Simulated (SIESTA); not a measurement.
A user runs SIESTA on KHF2 (I4/mcm, 8 atoms in the cell) and asks whether the run is sound. The aim is a self-consistent single point with DFT, GGA PBEsol, numerical atomic orbitals DZP, PseudoDojo PBEsol standard norm-conserving potentials (rewritten from UPF to PSML).

Cell that was meant: a = 5.2601 Å, b = 5.2601 Å, c = 5.2601 Å, α = 114.77°, β = 114.77°, γ = 99.32°.

Part of the input:

```
SCF.Mixer.Method             Broyden
SCF.Mixer.Weight             0.1
SCF.Mixer.History            6
SCF.DM.Tolerance             1.0E-01
SCF.H.Tolerance              1.0 eV
Diag.ParallelOverK           true
WriteForces                  true
```

The program printed (abridged):

```
reinit: Reading from file input.fdf

reinit: System Name: KHF2
reinit: System Label: khf2

   [... lines left out ...]
        2.835000   -2.835000    3.405000
        2.835000    2.835000   -3.405000

outcell: Cell vector modules (Ang)   :    5.260083    5.260083    5.260083
outcell: Cell angles (23,13,12) (deg):    114.7736    114.7736     99.3191
outcell: Cell volume (Ang**3)        :    109.4670
new_DM -- step:     1
Initializing Density Matrix...

Attempting to read DM from file... Failed...
DM filled with atomic data:

InitMesh: MESH = 60 x 60 x 54 = 194400
InitMesh: Mesh cutoff (required, used) =   400.000   468.318 Ry

stepf: Fermi-Dirac step function
        iscf     Eharris(eV)        E_KS(eV)     FreeEng(eV)     dDmax    Ef(eV) dHmax(eV)
   scf:    1    -4339.703436    -4341.984827    -4341.984827  0.847718 -6.926039  5.076097
   scf:    2    -4343.302159    -4342.668868    -4342.668868  0.071922 -7.156766  3.913509
   scf:    3    -4343.992193    -4343.667090    -4343.667090  0.337334 -6.296549  0.500147
   scf:    4    -4343.693786    -4343.683336    -4343.683336  0.028780 -6.381429  0.403232
SCF Convergence by DM+H criterion
max |DM_out - DM_in|         :     0.0287798954
max |H_out - H_in|      (eV) :     0.4032323852
SCF cycle converged after 4 iterations

Using DM_out to compute the final energy and forces

siesta: E_KS(eV) =            -4343.6833

siesta: E_KS - E_eggbox =     -4343.6833

siesta: Atomic forces (eV/Ang):
     1   -0.000106    0.000106   -0.000000
     2    0.000106   -0.000106   -0.000000
     3    0.000000    0.000000   -0.000000
     4   -0.000000    0.000000    0.000000
     5    0.516236    0.516236   -0.000036
     6   -0.510413    0.510413    0.000000
     7   -0.516236   -0.516236    0.000036
     8    0.510413   -0.510413    0.000000
   Tot    0.000000    0.000000   -0.000000
   Max    0.516236
   [... lines left out ...]
siesta: FreeEng =     -4343.683336
   [... lines left out ...]
siesta:    -0.000200   -0.002753    0.000016
siesta:     0.000016    0.000016    0.005109

siesta: Cell volume =        109.467004 Ang**3

siesta: Pressure (static):
siesta:                Solid            Molecule  Units
siesta:           0.00000144         -0.00001131  Ry/Bohr**3
siesta:           0.00013226         -0.00103863  eV/Ang**3
siesta:           0.21190409         -1.66407298  kBar
```

Problem. Is anything amiss in this input, and did it matter?

Solution. The results are close to the sound ones and would serve for rough work. The doubtful point is a convergence threshold that is too loose. A loop that stops early leaves an energy error of second order in the density error, but errors of first order in forces and stress. The run converged in 4 iterations without an error; against the sound input the free energy goes up by 1.0 meV/atom, the pressure goes from 0.25 to 0.02 GPa, the largest force goes from 0.712 to 0.730 eV/Å and the gap on the mesh hardly changes (6.814 to 6.823 eV).

The sound input it was made from differs as follows (other fixes are possible):
```diff
-SCF.DM.Tolerance             1.0E-01
-SCF.H.Tolerance              1.0 eV
+SCF.DM.Tolerance             1.0E-04
```

With that input, the run converged in 12 iterations: free energy E − TS -4343.6914 eV; top of the valence band (on the code's own zero) -9.84 eV; gap on the k-point mesh 6.81 eV; pressure 0.25 GPa; largest force (vector length) 0.712 eV/Å (DFT, GGA PBEsol, numerical atomic orbitals DZP, PseudoDojo PBEsol standard norm-conserving potentials (rewritten from UPF to PSML)).

On the sound input: the starting cell comes from a database of published, mostly measured structures (it also holds non-ambient and calculated ones), without a prior relaxation at this level. Values carry the incompleteness of an atom-centred basis. The basis of the alkali or alkaline-earth atoms may lack their empty d shell, which can raise the gap.
